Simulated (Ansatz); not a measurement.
A series of runs on Mg2Si3 (P-1, 10 atoms in the cell)

```
CELL_PARAMETERS angstrom
      4.33675     0.00000     0.00000
      2.03130     4.98405     0.00000
      2.13624     0.11411     7.88905
ATOMIC_POSITIONS crystal
  Mg 0.63754 0.70324 0.02652
  Mg 0.36246 0.29676 0.97348
  Mg 0.69695 0.98211 0.63065
  Mg 0.30305 0.01789 0.36935
  Si 0.38070 0.59211 0.64512
  Si 0.61930 0.40789 0.35488
  Si 0.92770 0.40016 0.72728
  Si 0.07230 0.59984 0.27272
  Si 0.10102 0.96405 0.84889
  Si 0.89898 0.03595 0.15111
```

Base run A: LDA (PW92), default PAW files made with PBE in Ansatz (an electronic-structure program), self-consistent single point.

Its settings: kpoints.mp_grid.grid = 4 3 2; hamiltonian.xc = lda; hamiltonian.pseudopotentials = {kind: paw} (the program's default PAW files); scf.occupations.method = gaussian; scf.occupations.width = 0.0147 Ry.

The starting cell comes from a database of computed structures (which also holds hypothetical and non-ambient phases and stackings), without a prior relaxation at this level. Its lattice was rescaled by a random factor within 2.5 % of one. Ansatz's pressure includes its estimate of the finite-basis (Pulay) stress. Without a gap this mesh is coarse (it stands for a supercell whose shortest vector is 16 Å).

```csv
run,change,pressure (GPa),largest force (eV/Å)
A,base,-0.34,0.395
B,hamiltonian.xc: lda → pbesol [PBEsol],1.51,0.333
C,hamiltonian.xc: lda → rpbe [RPBE],4.81,0.326
D,hamiltonian.xc: lda → revpbe [revPBE],4.46,0.330
E,hamiltonian.xc: lda → blyp [BLYP],6.49,0.534
F,hamiltonian.xc: lda → r2scan [r2SCAN],1.94,0.466
```

Run D against A: The pressure goes from -0.34 to 4.46 GPa and the largest force goes from 0.395 to 0.330 eV/Å.

Run B against A: The pressure goes from -0.34 to 1.51 GPa and the largest force goes from 0.395 to 0.333 eV/Å.

Run F against A: The pressure goes from -0.34 to 1.94 GPa and the largest force goes from 0.395 to 0.466 eV/Å.

Keys are those of Ansatz 0.2.
